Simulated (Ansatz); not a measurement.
The starting structures come from a database of crystals and need not be the phases stable at ambient conditions.

Crystal: Tl₂SiF₆ (Fm-3m, not sure to be the ambient phase, 9 atoms a cell, 18.5 Å³ an atom, -3 GPa at this level); planes in its conventional cell.

Level of theory: r2SCAN (plane waves, PAW; Ansatz, a quantum-chemistry and plane-wave program).

The gap is the functional's own. No spin-orbit coupling. Mid-gap values are interpolated on the energy grid.

```
plane  area of the cell (Å²)  mid-gap κ (1/Å)  largest κ in the gap (1/Å)
-----  ---------------------  ---------------  --------------------------
(111)                   33.0             0.47                        0.48
(001)                   38.1                ?                           ?
```

Task: The slowest decay depends on the direction. Supply the withheld values.

Result: 
- (001), mid-gap κ (1/Å): 0.39
- (001), largest κ in the gap (1/Å): 0.39
